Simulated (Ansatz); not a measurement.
# The (111)A surface of zinc-blende CdTe, Cd-terminated, SH on every top atom (bottom of the slab: 2 H on 4 bottom sites)

Level of theory: PBE (plane waves to 420 eV, PAW; Ansatz, a program for electronic structure).

Set-up: 42 atoms, 17.0 Å thick at the start with caps and adatoms; mesh 3x3x1; 0.025 eV smearing; dipole correction on; 8 atoms held, the rest relaxed; no symmetry held; no spin (no spin-polarised run to compare, though such a face may carry moments), no spin-orbit, no U. The slab shows no gap over 0.04 eV on its mesh. It is one candidate, not shown to be the stable structure of the face.

The work function of the top face comes out as 5.76 eV. The energy released by relaxation is 1.08 eV. The cost is around 3 core-hours (rough).
